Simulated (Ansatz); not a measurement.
The reference is Bi$_{2}$Se$_{3}$ in the Bi2Te3 type structure (space group R-3m, No. 166).

Space group R-3m, hexagonal axes (No. 166); a = b = 4.1444 Å, c = 28.4455 Å, α = β = 90.00°, γ = 120.00°

| atom | site | symmetry | x | y | z |
|---|---|---|---|---|---|
| Bi | 6c | 3m | 0.0000 | 0.0000 | 0.4009 |
| Se | 3a | -3m | 0.0000 | 0.0000 | 0.0000 |
| Se | 6c | 3m | 0.0000 | 0.0000 | 0.2105 |
(The calculation used a cell of 5 atoms; values per cell refer to that cell.)

Levels (all Ansatz, an electronic-structure program, PAW, earlier PAW set): PBE-D3(BJ) (420 eV, without spin-orbit coupling); HSE06 (420 eV, scalar-relativistic without spin-orbit coupling).

The geometry is relaxed with PBE-D3(BJ).

| Property | Result |
|---|---|
| PBE-D3(BJ) lowest conduction level above the VBM at special points | Γ 0.16 eV; T 0.68 eV; L 0.78 eV |

Question: Predict the lowest conduction level above the VBM at special points from HSE06.

Answer: The lowest conduction level above the VBM at special points goes from Γ 0.16 eV; T 0.68 eV; L 0.78 eV to Γ 0.58 eV; T 1.06 eV; L 1.22 eV.

Single points use the geometry relaxed with PBE-D3(BJ). The levels and masses belong to the bands next to the band gap. Whether these cells are dynamically stable was not tested.
